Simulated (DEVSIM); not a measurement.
## Si p-n junction from an implanted or diffused profile

Device: Si p-n junction from an implanted or diffused profile, at 300 K.

```
layer (left to right)  material  thickness (μm)  Nd (cm⁻³)  τn (s)  τp (s)
---------------------  --------  --------------  ---------  ------  ------
1                            Si            20.0     1.8e16    4e-6    4e-6
```

Added acceptor profile: 2.3e18 cm⁻³ × exp(−(x − 0.061 μm)²/(2·(0.087 μm)²)). Left contact: ohmic. Right contact: ohmic. Voltage is applied to the left contact. Recombination: SRH at mid-gap, Auger. Mobility is μmin + (μ − μmin)/(1 + (N/Nref)^α).

This is a model device: material constants are rounded textbook-type values typed into the input, and sizes, dopings and lifetimes were drawn at random. Values at 300 K.

```csv
parameter,Si
gap (eV),1.124
affinity (eV),4.05
permittivity,11.7
Nc (cm⁻³),2.86e19
Nv (cm⁻³),3.1e19
μn (cm²/Vs),1417
μp (cm²/Vs),470
"μn,min",52
"μp,min",45
"Nref,n",9.7e16
"Nref,p",2.2e17
αn,0.68
αp,0.72
Cn (cm⁶/s),2.8e-31
Cp (cm⁶/s),9.9e-32
```

Simulated with DEVSIM: 1D drift-diffusion, Boltzmann statistics, complete ionisation; no tunnelling, impact ionisation, image-force lowering or self-heating.

| Quantity | Value |
|---|---|
| Potential step across the device at zero bias | 0.860 V |
| Dark forward voltage at 1 A/cm² | 0.659 V |
| Dark forward voltage at 100 A/cm² | 0.802 V |

Dark forward current:

(V (V), J (A/cm²)): (0.05, 8.4e-10); (0.15, 1.1e-8); (0.20, 4.4e-8); (0.30, 1.1e-6); (0.35, 7.1e-6); (0.45, 0.00032); (0.50, 0.0022); (0.60, 0.10); (0.65, 0.70); (0.75, 24); (0.80, 95); (0.90, 600); (0.95, 1100); (1.05, 2800)

Dark reverse current:

```tsv
V (V)	J (A/cm²)
-0.40	-1.8e-9
-1.00	-3.5e-9
-2.00	-5.7e-9
-3.00	-7.4e-9
-4.00	-8.9e-9
-6.00	-1.1e-8
-8.00	-1.4e-8
-10.00	-1.6e-8
-13.00	-1.8e-8
```
